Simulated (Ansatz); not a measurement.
Ansatz (a first-principles code) run on LaC2 (Imm2, 3 atoms in the cell): self-consistent single point.

Method of the run: PBEsol, default PAW files made with PBE (plane waves; Ansatz).

```yaml
crystal:
  lattice:
    - [-2.00510, 2.44235, 2.72873]
    - [2.00510, -2.44235, 2.72873]
    - [2.00510, 2.44235, -2.72873]
  atoms:
    - { symbol: La, position: [0.00916, 0.00916, 0.00000] }
    - { symbol: C, position: [0.63322, 0.50000, 0.13322] }
    - { symbol: C, position: [0.36678, 0.50000, 0.86678] }
```

Reference input (self-consistent single point, DFT, PBEsol, plane waves, default PAW files made with PBE): basis.ecutwfc = 30.9 Ry; kpoints.mp_grid.grid = 11 11 11; hamiltonian.xc = pbesol; hamiltonian.pseudopotentials = {kind: paw} (the program's default PAW files); scf.occupations.method = gaussian; scf.occupations.width = 0.0073 Ry. This run's input differs from it in these lines:

Ansatz 0.2 input:
```diff
@@ -13,3 +13,3 @@
 kpoints:
-  mp_grid: { grid: [11, 11, 11] }
+  mp_grid: { grid: [10, 10, 10] }
 hamiltonian:
```

Log, with long lists cut:

```
SCF iter   1: F=—  HF=-6654.809833 eV  |F-HF|=—  |Δ(HF+E_count)|=         —  Δρ=6.71e-3  dr2=2.91e-2  ethr=1.77e-3  ⟨swp⟩=4.1  Hψ=10913  notcnv=0
all-band conjugate gradients solve this SCF's bands
preconditioner: auto → Kerker (q_TF=auto, 2.296 Å⁻¹)
SCF iter   2: F=—  HF=-6654.803654 eV  |F-HF|=—  |Δ(HF+E_count)|=   6.18e-3  Δρ=3.41e-3  dr2=7.82e-3  ethr=1.53e-4  ⟨swp⟩=1.9  Hψ=4994  notcnv=0  defer=2
   [... lines left out ...]
SCF iter   4: F=—  HF=-6654.801917 eV  |F-HF|=—  |Δ(HF+E_count)|=   5.10e-5  Δρ=2.14e-4  dr2=2.48e-5  ethr=3.62e-6  ⟨swp⟩=2.0  Hψ=3903  notcnv=0  defer=2
SCF iter   5: F=—  HF=-6654.801932 eV  |F-HF|=—  |Δ(HF+E_count)|=   1.53e-5  Δρ=5.36e-5  dr2=1.62e-6  ethr=1.30e-7  ⟨swp⟩=2.5  Hψ=3735  notcnv=0  defer=9
SCF iter   6: F=—  HF=-6654.801934 eV  |F-HF|=—  |Δ(HF+E_count)|=   1.70e-6  Δρ=1.12e-5  dr2=1.08e-7  ethr=8.50e-9  ⟨swp⟩=2.6  Hψ=3784  notcnv=0  defer=13
SCF iter   7: F=-6654.801934 eV  HF=-6654.801934 eV  |F-HF|=7.39e-10  |Δ(HF+E_count)|=   7.14e-8  Δρ=3.34e-6  dr2=1.16e-8  ethr=5.26e-10  ⟨swp⟩=6.5  Hψ=10862  notcnv=0
SCF 1 converged in 7 iterations: F = -6654.801934 eV  dr2 = 1.16e-8
Free energy (F): -6654.801934 eV
Internal energy: -6654.794917 eV  (E = F + TS)
E sigma→0 (E₀):  -6654.798425 eV
Entropy (-TS):   -0.007017 eV (-2.339 meV/atom)
Fermi energy:    9.955786 eV
--- Forces (eV/Å), atoms counted from 1 ---
  atom   1  La     0.00000000     0.00000000    -0.31919031
  atom   2  C      0.00000000    -0.24561826     0.15959006
  atom   3  C      0.00000000     0.24561826     0.15959006
--- Stress (GPa, compression-positive) ---
       -2.985734       0.000000       0.000000
        0.000000      -4.655853       0.000000
        0.000000       0.000000      -4.491524
  P = ⅓ Tr σ = -4.0444 GPa (-40.444 kbar)
  The stress holds the Pulay correction. Without it, at fixed plane waves, as pw.x and ABINIT print it: P = -4.2312 GPa
```

The run converged in 7 iterations. Against the reference run the free energy rises by 1.4 meV/atom, the pressure moves little (-4.09 to -4.04 GPa) and the largest force hardly changes (0.322 to 0.319 eV/Å).

The starting cell comes from a database of computed structures (which also holds hypothetical and non-ambient phases and stackings), without a prior relaxation at this level. Its lattice was rescaled by up to half a per cent. One atom was moved a little off its site on purpose. With a pressure of about -4 GPa the cell is away from its equilibrium volume at this level. Ansatz's pressure includes its estimate of the finite-basis (Pulay) stress.
